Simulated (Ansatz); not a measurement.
For Pb (Fm-3m), PBEsol, DFPT electron-phonon coupling, linearised Boltzmann equation (Ansatz, an electronic-structure program) gives a transport coupling λ_tr = 0.902 and a Drude plasma energy ħω_p = 9.46 eV.

### Question
Estimate the resistivity at 300 K from the high-temperature formula ρ = 2π λ_tr k_B T / (ħ ε₀ ω_p²), and say how the full Boltzmann solution compares.

### Answer
The scattering rate is 1/τ = 2π λ_tr k_B T/ħ = 2.23e14 s⁻¹ and ω_p = 1.44e16 s⁻¹, so ρ ≈ 12.2 μΩ·cm. The Boltzmann solution gives 11.5 μΩ·cm, 0.95 times the estimate.

A metal at this level (no band gap). Only scattering by harmonic phonons is included (no impurities, grain boundaries, electron-electron scattering or thermal expansion). Spin-orbit coupling is left out, which matters with elements this heavy. The self-energy correction of the phonons between q points moved λ by 3 %. The run warned that the eigensolver left some states short of its tolerance. Halving the electron mesh (28x28x28) moves the resistivity by up to 2 % at 300 K, the coupling by up to 1 %. Smearing 0.20 eV; phonons on a 5x5x5 q mesh, which this run doesn't test.
